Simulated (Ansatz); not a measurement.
```
CaPb3
1.0
    4.86417     0.00000     0.00000
    0.00000     4.86417     0.00000
    0.00000     0.00000     4.86417
Ca Pb
1 3
Cartesian
  0.00000   0.00000   0.00000
  0.00000   2.43209   2.43209
  2.43209   0.00000   2.43209
  2.43209   2.43209   0.00000
```

Method: PBEsol, DFPT electron-phonon coupling, linearised Boltzmann equation (plane waves, PAW, scalar-relativistic; Ansatz, a quantum-chemistry and plane-wave program). How the cell was made: relaxed with this functional, without spin-orbit coupling.

Q: Estimate the phonon-limited resistivity at 300 K, by direction if it differs.

A: 24 μΩ·cm.

A metal at this level (no band gap). Only scattering by harmonic phonons is included (no impurities, grain boundaries, electron-electron scattering or thermal expansion). Spin-orbit coupling is left out, which matters with elements this heavy. The squared frequency of the phonon mode least converged on the k mesh is uncertain by 13 %. Halving the electron mesh (20x20x20) moves the resistivity by up to 5 % at 300 K. Smearing 0.20 eV; phonons on a 3x3x3 q mesh, which this run doesn't test.

Formula and space group known from diffraction (Crystallography Open Database), not checked to be the room-temperature form: CaPb3 (Pm-3m).
